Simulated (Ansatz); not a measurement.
Reference: AlN (P6_3mc), HSE06, rigid bands (plane waves, PAW, scalar-relativistic; Ansatz, an electronic-structure program); axes and stresses refer to this cell.

```
CELL_PARAMETERS angstrom
      3.11376     0.00000     0.00000
     -1.55688     2.69660     0.00000
      0.00000     0.00000     4.98368
ATOMIC_POSITIONS crystal
  Al 0.33333 0.66667 0.99651
  Al 0.66667 0.33333 0.49651
  N  0.33333 0.66667 0.37849
  N  0.66667 0.33333 0.87849
```

The hole mass along z comes out as 0.38 mₑ. The hole mass along x is 3.4 mₑ. The band gap comes out as 5.54 eV.

Problem. Change: biaxial stress in the c plane of -9 GPa (compression positive). What happens to hole mass along z, hole mass along x, band gap?

Solution. hole mass along z falls to 0.33 mₑ; hole mass along x falls to 2.7 mₑ; band gap decreases to 5.06 eV.

Masses are for dilute carriers at 300 K, harmonic means over directions unless an axis is named. Spin-orbit coupling is left out unless a row names it. Stresses and pressures are the targets of the relaxation.  The structure type is held under load, also where the real crystal would transform.
